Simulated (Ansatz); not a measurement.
Cell and atoms of amorphous In9Ga9Zn9O39W:

```xyz
67
Lattice="9.5574 -0.0574 0.1375 -0.0574 9.4384 0.1205 0.1375 0.1205 9.5200" Properties=species:S:1:pos:R:3 pbc="T T T"
In     6.0322     7.9212     0.9368
In     2.5570     7.9921     8.7849
In     6.9745     4.5975     1.4087
In     6.4921     6.2051     6.7362
In     2.7593     5.2467     6.0229
In     9.3163     0.2426     8.1464
In     1.1367     4.3026     0.1648
In     9.2794     0.6013     4.1598
In     3.3207     9.1437     3.0775
Ga     5.9460     8.7291     4.8410
Ga     8.5793     6.5618     8.8943
Ga     4.6766     2.0959     5.6225
Ga     9.3410     4.2718     6.3678
Ga     0.4068     7.3008     5.7196
Ga     5.9390     1.5072     2.8309
Ga     5.9351     0.1185     7.8194
Ga     4.3400     4.6750     8.8295
Ga     7.7861     6.6199     3.5908
Zn     7.3474     3.2323     4.6840
Zn     0.2956     7.8406     1.7666
Zn     3.8829     1.4285     0.1110
Zn     0.2993     4.3591     3.2713
Zn     8.8282     1.7449     1.1552
Zn     2.1686     2.4984     7.4308
Zn     2.2843     9.4626     5.9875
Zn     2.4182     2.4961     2.8877
Zn     7.1466     2.9818     8.1806
O      4.4834     9.1237     9.1832
O      4.2931     0.2611     5.0766
O      2.9967     5.8671     9.5278
O      8.9417     2.2196     8.6686
O      5.6059     1.8597     7.2672
O      4.0153     1.5908     2.0531
O      4.8264     6.1915     1.6415
O      0.0836     9.2066     6.1116
O      6.2990     6.8523     4.6407
O      3.1609     7.0072     3.8021
O      0.3493     7.9115     9.1362
O      7.7031     6.9079     1.7605
O      0.8959     5.3987     5.0122
O      2.0386     0.5876     7.8258
O      3.1139     3.0668     5.8029
O      1.1267     5.8431     1.9537
O      8.8153     4.8864     9.6295
O      6.1785     8.3391     6.6576
O      6.7133     6.6186     8.8571
O      2.4739     8.0003     1.4753
O      7.4408     4.1442     6.5460
O      0.8121     3.0330     1.8326
O      7.8802     4.7615     3.3846
O      2.1802     7.3849     6.6177
O      7.1607     0.7315     4.3181
O      9.2842     2.8426     4.9429
O      1.9016     0.8326     3.9951
O      5.4847     8.9806     2.7785
O      7.2612     9.4479     9.1782
O      3.1217     4.3867     2.8749
O      1.2253     4.2742     7.4568
O      5.5329     2.8423     4.1713
O      5.8792     3.8978     9.4300
O      3.1457     3.1780     9.0682
O      9.2688     7.6177     4.1221
O      7.1482     2.4678     1.8423
O      9.3802     0.1850     2.0858
O      4.5411     5.3713     7.0971
O      8.7605     6.3557     6.9879
W      3.0649     6.0649     2.2505
```

Computed with PBE, scalar-relativistic without spin-orbit coupling (plane waves to 420 eV, PAW; Ansatz, a program for electronic structure).

A CHGNet melt-quench gave the starting glass, which DFT then relaxed. O atoms were pushed apart under 1.9 Å during the dynamics, to hinder bonds among them. The hot cell started wider than the set density and was brought back towards it in steps. It is the lowest in DFT energy of 2 quenches. It is a model cell: composition and starting density were chosen by hand, and all elements were melted together. No dispersion term was used. Its density started from a set value of 5.97 and ended at 5.91 g/cm³. The simulated quench (nominally 210 K/ps over its main leg) is rapid and tends to freeze in more defects than a deposited or slowly cooled glass has. Values belong to this one cell and scatter from quench to quench. Volume and shape were free in the relaxation.

Cut-offs for bonds: In-In 3.12 Å, In-Ga 2.90 Å, In-Zn 2.90 Å, In-O 2.56 Å, In-W 3.08 Å, Ga-Ga 2.68 Å, Ga-Zn 2.68 Å, Ga-O 2.36 Å, Ga-W 2.86 Å, Zn-Zn 2.68 Å, Zn-O 2.60 Å, Zn-W 2.86 Å, O-O 1.58 Å, O-W 2.51 Å, W-W 3.04 Å. Two cations that share two anions don't count as bonded, nor two that share one unless they lie closer than In-In 3.04 Å, In-Ga 2.82 Å, In-Zn 2.82 Å, In-W 3.00 Å, Ga-Ga 2.61 Å, Ga-Zn 2.61 Å, Ga-W 2.78 Å, Zn-Zn 2.61 Å, Zn-W 2.78 Å, W-W 2.95 Å.

Q: Give the coordination numbers, mean bond lengths and angles.

A: 
```json
{
  "Mean coordination of In by anions": "5.67 (3 with 5, 6 with 6)",
  "Mean coordination of Ga by anions": "4.44 (5 with 4, 4 with 5)",
  "Mean coordination of Zn by anions": "4.44 (1 with 3, 4 with 4, 3 with 5, 1 with 6)",
  "Mean coordination of O": "3.51 (3 with 2, 13 with 3, 23 with 4)",
  "Mean coordination of W by anions": "6.00 (1 with 6)",
  "Mean In-O bond": "2.220 Å (spread 0.090 Å, 51 counted)",
  "Mean Ga-O bond": "1.928 Å (spread 0.093 Å, 40 counted)",
  "Mean Zn-O bond": "2.075 Å (spread 0.124 Å, 40 counted)",
  "Mean O-W bond": "1.982 Å (spread 0.181 Å, 6 counted)",
  "Bond angle at In": "mean 104.3°, spread 29.9°",
  "Bond angle at Ga": "mean 107.4°, spread 20.3°",
  "Bond angle at Zn": "mean 107.5°, spread 24.4°",
  "Bond angle at O": "mean 110.4°, spread 16.3°",
  "Bond angle at W": "mean 103.4°, spread 29.3°"
}
```

Q: List the pairs of like atoms that count as bonded by the rules above.

A: There are none by these rules.

Q: What Bader charges do the atoms carry, from a run on the zone centre alone?

A: Means (range): In +1.85 e (+1.78 to +1.89), Ga +1.82 e (+1.80 to +1.85), Zn +1.25 e (+1.21 to +1.30), O -1.21 e (-1.28 to -1.03), W +2.91 e (+2.91 to +2.91).
```
atom  charge (e)
----  ----------
In1        +1.87
In2        +1.87
In3        +1.86
In4        +1.89
In5        +1.85
In6        +1.78
In7        +1.85
In8        +1.87
In9        +1.83
Ga10       +1.85
Ga11       +1.82
Ga12       +1.81
Ga13       +1.81
Ga14       +1.84
Ga15       +1.83
Ga16       +1.80
Ga17       +1.83
Ga18       +1.80
Zn19       +1.25
Zn20       +1.30
Zn21       +1.24
Zn22       +1.26
Zn23       +1.22
Zn24       +1.21
Zn25       +1.23
Zn26       +1.27
Zn27       +1.26
O28        -1.22
O29        -1.26
O30        -1.22
O31        -1.17
O32        -1.25
O33        -1.22
O34        -1.13
O35        -1.23
O36        -1.21
O37        -1.07
O38        -1.23
O39        -1.24
O40        -1.21
O41        -1.22
O42        -1.21
O43        -1.18
O44        -1.23
O45        -1.25
O46        -1.23
O47        -1.23
O48        -1.21
O49        -1.20
O50        -1.22
O51        -1.21
O52        -1.25
O53        -1.23
O54        -1.19
O55        -1.22
O56        -1.23
O57        -1.03
O58        -1.22
O59        -1.20
O60        -1.19
O61        -1.23
O62        -1.25
O63        -1.23
O64        -1.20
O65        -1.22
O66        -1.28
W67        +2.91
```
